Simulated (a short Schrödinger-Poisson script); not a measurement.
Stack: gated Al0.4Ga0.6As/GaAs modulation-doped gas, at 77 K.

```csv
layer,material,thickness (nm),Nd (cm⁻³),Na (cm⁻³)
1,Al0.4Ga0.6As,30,-,-
2,Al0.4Ga0.6As,10,1.6e18,-
3,Al0.4Ga0.6As,3,-,-
4,GaAs,6000,-,5e15
```

The device is made up for the run: typed textbook-type constants, with dimensions and the other settings drawn at random. Al0.4Ga0.6As: permittivity 11.76, conduction-band edge (eV) 0.316, gap (eV) 1.923, electron mass (mₑ) 0.1002, Nv at 300 K (cm⁻³) 9e18. GaAs: permittivity 12.9, conduction-band edge (eV) 0, gap (eV) 1.424, Nv at 300 K (cm⁻³) 9e18.

Channel valleys (confinement mass, in-plane density-of-states mass, number): Γ 0.067, 0.067, 1. At the gate the conduction-band edge of layer 1 lies 1.07 eV − eVg above the Fermi level of the channel; the field vanishes at the back. Donor level 0.05 eV below the band edge. The barrier under the gate holds no holes. Gaps are held at their typed values at every temperature. Mesh 0.08 nm at interfaces.

Solved with a short Schrödinger-Poisson script written for these runs: 1D Poisson equation in equilibrium, electrons quantum, Hartree (BenDaniel-Duke, 40 states a valley, the channel's in-plane mass for all, wave functions free to enter the barrier), parabolic valleys, classical holes, donors ionised by Fermi statistics, acceptors fully, no traps, pinning or gate leakage.

The same stack at other levels of the model or other numerical settings:

```tsv
run	sheet density of all electrons at Vg = 0.5 V (cm⁻²)	capacitance at Vg = 0.5 V (μF/cm²)	centroid of the channel electrons at Vg = 0.5 V (nm)	gate voltage at 1e11 electrons/cm² (V)	rough cost against the base
base	4.71e11	0.216	5.28	0.22	about 1
electrons treated as classical, Boltzmann	5.53e11	0.236	1.12	0.19	0.04
electrons treated as classical, Fermi-Dirac	4.97e11	0.215	3.08	0.20	0.1
electrons treated as quantum, Hartree plus LDA exchange-correlation	4.84e11	0.218	5.14	0.21	about 1
mesh six times as coarse	4.71e11	0.216	5.26	0.22	0.3
one subband a valley	4.71e11	0.216	5.25	0.22	0.3
```

The classical rows ignore confinement, and Boltzmann statistics overrate the density once the band edge passes the Fermi level.
